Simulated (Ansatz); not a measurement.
**AlN (model structure, started from the HgO type, Fm-3m, No. 225, 6 atoms in the cell; like a known high-pressure phase)**

Calculation: r²SCAN0 in Ansatz (PAW).

Run with plane-wave cutoff 520 eV, 9×9×4 k mesh (along the axes of the cell as run), Fermi–Dirac smearing 0.01 eV, scalar-relativistic PAW data made under PBE.

Cell (relaxed with PBE-D3(BJ)):

```xyz
6
Lattice="2.8534 0.0000 0.0000 -1.4267 2.4711 0.0000 0.0000 0.0000 6.9893" Properties=species:S:1:pos:R:3 pbc="T T T"
Al     0.4756     0.8237     3.4947
Al     1.9022     0.0000     5.8245
Al    -0.9511     1.6474     1.1649
N      0.4756     0.8237     0.0000
N      1.9023     0.0000     2.3298
N     -0.9511     1.6474     4.6596
```

```
Quantity                                                  Value
-------------------------------------------  ------------------
band gap                                     7.42 eV (indirect)
smallest direct gap on the k points sampled             8.54 eV
```

Note: cell and atoms aren't relaxed at this level (pressure -4.5 GPa).

Static lattice: no zero-point or thermal effects.

The result took roughly 4 core-minutes.

A model structure was made by putting elements into a prototype or built by hand; it is no filed structure, need not be a known phase, and can be a saddle point held by its symmetry.

Ansatz is an electronic-structure program.
